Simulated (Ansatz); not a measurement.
The reference is HgTe in the zinc blende structure (space group F-43m, No. 216; a = 6.6507 Å).

All numbers come from PBE/PAW in Ansatz (a quantum-chemistry and plane-wave program), spin-orbit coupling left out.

Strains are applied to the cell and any free atomic positions relax.

One change was made to it. Results:

```tsv
quantity	base	after
energy relative to the base (free energy F)	0 meV/atom	+28 meV/atom
pressure	0.0 GPa	-2.4 GPa
```

**Question.** Name the change that was made.
A) isotropic strain −2.00 %
B) isotropic strain +1.00 %
C) isotropic strain −1.50 %
D) isotropic strain +3.00 %

**Answer.** D, isotropic strain +3.00 %. For comparison, the energy relative to the base in the other runs: isotropic strain −2.00 % gives +15 meV/atom; isotropic strain −1.50 % gives +8.5 meV/atom; isotropic strain +1.00 % gives +3.4 meV/atom.

No phonon test of stability was made. All final runs are without spin polarisation.
